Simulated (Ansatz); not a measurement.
For BAs (model structure, started from the GeS type, Pnma, No. 62, 8 atoms in the cell), LDA in Ansatz (plane waves, PAW) gives:

```
Property               Result
---------------  ------------
cohesive energy  5.33 eV/atom
band gap              0.38 eV
```

What does r²SCAN+rVV10 (Ansatz, a first-principles code, PAW) give for the same quantities?


- cohesive energy: 4.49 eV/atom (drops by 0.84 eV/atom)
- band gap: 0.50 eV (grows by 0.12 eV)

Changes are worked out from the printed values.

Unless a cell is named, each level is at its own relaxed cell (LDA 15.51, r²SCAN+rVV10 15.91 Å³/atom).

Spin–orbit coupling is included only where a level's name says +SOC; with heavier elements it mostly lowers gaps and can invert bands. Density-functional gaps are differences of (generalised) Kohn–Sham levels.

Ansatz's density-functional and Hartree–Fock values are scalar-relativistic unless marked +SOC, with PAW data made under PBE.

A model structure was made by putting elements into a prototype or built by hand; it is no filed structure, need not be a known phase, and can be a saddle point held by its symmetry.
